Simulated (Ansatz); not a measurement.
Consider the formation energy of Mg2C (anti-fluorite, Fm-3m) from the elements. Reaction: C (graphite) + 2 Mg (hcp) → Mg2C (anti-fluorite). Negative: the products are lower in energy. The value is per atom of the solid.

Mg2C (anti-fluorite, Fm-3m), 3 atoms in the cell, k-point mesh 10×10×10 on the run's own vectors.
Mg2C has the cubic space group Fm-3m (No. 225), the anti-fluorite structure, Pearson symbol cF12. Conventional cell: a = 5.3870 Å, b = 5.3870 Å, c = 5.3870 Å, α = 90.00°, β = 90.00°, γ = 90.00°. C on 4a sees 8 Mg at 2.333 Å (cubic). Mg on 8c is surrounded by 4 C at 2.333 Å (tetrahedral). (Neighbours: up to the widest gap in distance over summed covalent radii, below 1.35, at either atom; cation-cation and far metal-metal contacts left out.)
(The calculation used a cell of 3 atoms; values per cell refer to that cell.)

C (graphite, P6₃/mmc), 4 atoms in the cell, k-point mesh 18×18×6 on the run's own vectors. Conventional cell: a = b = 2.465 Å, c = 6.742 Å, α = β = 90.00°, γ = 120.00°.

Mg (hcp, P6₃/mmc), 2 atoms in the cell, k-point mesh 24×24×12 on the run's own vectors. Conventional cell: a = 3.137 Å, b = 3.137 Å, c = 5.101 Å, α = 90.00°, β = 90.00°, γ = 120.00°.

Computed with Ansatz (plane waves, PAW), its default PAW set, cutoff 420 eV, 500 eV for r2SCAN. The structures are at rest with PBE+D3(BJ); other levels are single points on them. HSE06 runs on coarser k-point meshes, mended by the PBE difference between the two meshes. Some cells are metallic or hold partly filled levels, where a hybrid on a coarse mesh is less sure. Neutral cells; Fermi-Dirac smearing of at most 0.10 eV in the solids, energies taken to zero width. The lattices are those relaxed with PBE+D3(BJ), so at other levels the solids can be strained, which adds to the spread. A dispersion term (D3(BJ), or D4 for r2SCAN) was computed beside these levels and is taken off wherever the name lacks it. Static lattices, no vibrational contributions.

Problem. Estimate the value that PBE+D3(BJ) returns for this input.

Solution. 0.19 eV/atom, for C (graphite) + 2 Mg (hcp) → Mg2C (anti-fluorite).

Problem. How does the value move with the functional?

Solution. 
| Level | value (eV/atom) | less PBE+D3(BJ) |
|---|---|---|
| PBE | 0.26 | 0.07 |
| r2SCAN | 0.16 | -0.03 |
| HSE06 | 0.22 | 0.03 |

The levels span 0.10 eV/atom, from r2SCAN (0.16) to PBE (0.26).

Ansatz is a first-principles code.
